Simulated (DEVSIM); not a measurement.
System: abrupt GaAs n-p junction, at 300 K.

| layer (left to right) | material | thickness (μm) | Nd (cm⁻³) | Na (cm⁻³) | τn (s) | τp (s) |
|---|---|---|---|---|---|---|
| 1 | GaAs | 0.680 | 2.2e16 | - | 8.7e-9 | 8.7e-9 |
| 2 | GaAs | 44.0 | - | 6.5e14 | 8.7e-9 | 8.7e-9 |

Left contact: ohmic. Right contact: ohmic. Voltage is applied to the left contact. Recombination: SRH at mid-gap, radiative. Mobility is constant in doping.

Constants are typed, rounded textbook-type inputs, not results; the design itself was drawn at random and stands for no fabricated device. Values at 300 K.

```csv
parameter,GaAs
gap (eV),1.424
affinity (eV),4.07
permittivity,12.9
Nc (cm⁻³),4.7e17
Nv (cm⁻³),9e18
μn (cm²/Vs),8500
μp (cm²/Vs),400
B (cm³/s),2e-10
```

DEVSIM, 1D drift-diffusion, Boltzmann statistics, complete ionisation; no tunnelling, impact ionisation, image-force lowering or self-heating.

The doping Na of layer 2 was swept, all else fixed.

| doping Na of layer 2 (cm^-3) | largest field in the device at zero bias (V/cm) | potential step across the device at zero bias (V) | dark forward voltage at 1 A/cm² (V) |
|---|---|---|---|
| 2e13 | 7900 | 1.008 | 1.426 |
| 6.5e13 | 8400 | 1.039 | 1.181 |
| 2e14 | 9900 | 1.068 | 1.052 |
| 6.5e14 | 14000 | 1.098 | 0.993 |
| 2e15 | 24000 | 1.127 | 0.984 |
| 6.5e15 | 39000 | 1.158 | 0.994 |
| 2e16 | 58000 | 1.187 | 1.008 |

From the first row to the last the largest field in the device at zero bias goes from 7900 to 58000. From the first row to the last the potential step across the device at zero bias goes from 1.008 to 1.187.
